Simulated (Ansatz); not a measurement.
Given:

Host crystal: zinc-blende InP, with a band gap (PBE, scalar-relativistic without spin-orbit coupling).

End structure of NH2 on the 1x1 (110) surface of zinc-blende InP (cut with top plane In + P), one in a 2x1 cell, started at the site 'top P':

```xyz
23
Lattice="8.4287 0.0000 0.0000 0.0000 5.9600 0.0000 0.0000 0.0000 27.5000" Properties=species:S:1:pos:R:3 pbc="T T T"
In     2.1072     3.2797     9.9715
In     6.3215     3.2797     9.9715
P      0.0000     4.5328     9.3145
P      4.2144     4.5328     9.3145
In     0.0000    -0.1360    11.5677
In     4.2144    -0.1360    11.5677
P      2.1072     1.3599    11.6470
P      6.3215     1.3599    11.6470
In     2.1166     2.8588    13.7636
In     6.3121     2.8588    13.7636
P      0.0000     4.3592    13.7400
P      4.2144     4.3718    13.7550
In     0.0000    -0.1292    15.8601
In     4.2144    -0.2117    15.9472
P      2.1323     1.3324    15.8676
P      6.2964     1.3324    15.8676
In     2.3070     2.9960    17.7916
In     6.1217     2.9960    17.7916
P      0.0000     4.2101    17.9360
P      4.2144     4.5916    18.2956
N      0.0000     5.0830    19.4367
H      0.8331     5.6579    19.5730
H     -0.8331     5.6579    19.5730
```

Slab: 23 atoms, 8.9 Å thick at the start under the adsorbate (thin: gaps and levels are the slab's own); k 3x4x1, smearing 0.01 eV, dipole-corrected; single point; on the structure that PBE left under its start's symmetry; spin-polarised, ending with about 0.8 μB a cell, a value that depends on the mesh; orders that need a larger cell were not tried, no spin-orbit, no U, no dispersion correction. The slab shows no gap over 0.04 eV on its mesh. The program's check for a lower electronic state was not made. It is one chosen start, not shown to be the lowest state of the adsorbate.

A negative adsorption energy means that the adsorbate is more stable on the surface than in its reference.

**Question.** What is the computed change of the step from the bottom to the top vacuum level, against the clean slab (r2SCAN, at the PBE geometry and the start's symmetry (Ansatz, a program for electronic structure))?

**Answer.** -0.51 eV

**Question.** What adsorption energy against NH3(g) − ½ H2(g) at the same level does r2SCAN, at the PBE geometry and the start's symmetry give?

**Answer.** 1.10 eV
